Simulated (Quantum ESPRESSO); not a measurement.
Input and output of a self-consistent single point for InSe (R3m, 4 atoms in the cell) (Quantum ESPRESSO).

Level of theory: PBEsol, GBRV 1.5 ultrasoft (PBESOL) pseudopotentials (plane waves; Quantum ESPRESSO).

```yaml
crystal:
  lattice:
    - [2.01323, 1.16234, 8.56548]
    - [-2.01323, 1.16234, 8.56548]
    - [0.00000, -2.32468, 8.56548]
  atoms:
    - { symbol: In, position: [0.11230, 0.11230, 0.11230] }
    - { symbol: In, position: [0.00183, 0.00183, 0.00183] }
    - { symbol: Se, position: [0.61971, 0.61971, 0.61971] }
    - { symbol: Se, position: [0.82581, 0.82581, 0.82581] }
```

Reference input (self-consistent single point, DFT, PBEsol, plane waves, GBRV 1.5 ultrasoft (PBESOL) pseudopotentials): ecutwfc = 40 Ry; ecutrho = 200 Ry; occupations = fixed; potentials = {In: in_pbesol_v1.4.uspp.F.UPF, Se: se_pbesol_v1.uspp.F.UPF}; K_POINTS = automatic 3 3 3 0 0 0; nbnd = 27; conv_thr = 1e-10 Ry; mixing_beta = 0.4. This run's input differs from it in these lines:

```diff
@@ -15,4 +15,6 @@
   ecutrho = 200
-  occupations = 'fixed'
-  nbnd = 27
+  occupations = 'smearing'
+  smearing = 'fermi-dirac'
+  degauss = 0.0036749
+  nbnd = 19
 /
```

The program printed (abridged):

```
     Self-consistent Calculation

     iteration #  1     ecut=    40.00 Ry     beta= 0.40

---- Real-time Memory Report at c_bands before calling an iterative solver
           187 MiB given to the printing process from OS
            68 MiB allocation reported by mallinfo(arena+hblkhd)
------------------

 %%%%%%%%%%%%%%%%%%%%%%%%%%%%%%%%%%%%%%%%%%%%%%%%%%%%%%%%%%%%%%%%%%%%%%%%%%%%%%
     Error in routine efermig (1):
     internal error, cannot bracket Ef
 %%%%%%%%%%%%%%%%%%%%%%%%%%%%%%%%%%%%%%%%%%%%%%%%%%%%%%%%%%%%%%%%%%%%%%%%%%%%%%

     stopping ...
```

The program stopped with an error at about iteration 1. 

The starting cell comes from a database of computed structures (which also holds hypothetical and non-ambient phases and stackings), without a prior relaxation at this level. Its lattice was rescaled by up to half a per cent. One atom was moved a little off its site on purpose.
